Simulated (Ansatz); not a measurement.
Here is the system:

```
LiNbO3
1.0
    5.34085     0.00000     0.00000
    2.67042     4.62531     0.00000
    2.67042    -1.54177     4.60627
Li Nb O
2 2 6
Direct
  0.59433   0.70284   0.10851
  0.59433   0.20284   0.60851
  0.03339   0.98331   0.94992
  0.03339   0.48331   0.44992
  0.87624   0.86235   0.76357
  0.09878   0.26142   0.76357
  0.49785   0.63980   0.76357
  0.49785   0.36235   0.26357
  0.09878   0.13980   0.26357
  0.87624   0.76142   0.26357
```

No spin polarisation.

Calculations: PBE (Ansatz, a first-principles code, PAW, no SOC). Γ-centred 8×8×8 mesh, Fermi–Dirac width 0.05 eV.

Predict the space group and pressure.


* **Space group**: R3c (No. 161)
* **Pressure (mean of the normal stresses, compression positive)**: -3.47 GPa

The cells carry an imposed strain or load. Whether these cells are dynamically stable was not tested. The cell was made from LiNbO3 (space group R3c, No. 161) by this change: biaxial strain +2.91 %, plane normal [001], relaxed out of plane.
